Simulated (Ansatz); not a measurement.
The parent structure is HfO2 in the fluorite structure (space group Fm-3m, No. 225; a = 5.058 Å). Axes: x, y, z lie along the cube axes.

The values are results of Ansatz (a program for electronic structure) r2SCAN, no spin-orbit coupling, not measurements.

Strains are applied to the cell and any free atomic positions relax.

One change was made to it. Results:

The energy rises by 15 meV/atom; the shortest interatomic distance shrinks by 0.0386 Å to 2.152 Å.

Task: Which of these changes matches the shifts?
A) tensor shear ε_xz = +3.77 %
B) isotropic strain −1.98 %
C) tensor shear ε_xz = −0.71 %
D) uniaxial strain ε_zz = +4.03 %

Result: A, tensor shear ε_xz = +3.77 %. For comparison, the energy relative to the base in the other runs: tensor shear ε_xz = −0.71 % gives +0.5 meV/atom; uniaxial strain ε_zz = +4.03 % gives +31 meV/atom; isotropic strain −1.98 % gives +34 meV/atom.

Stability against distortions was not tested. This is not the structure that HfO2 has at room temperature and ambient pressure.
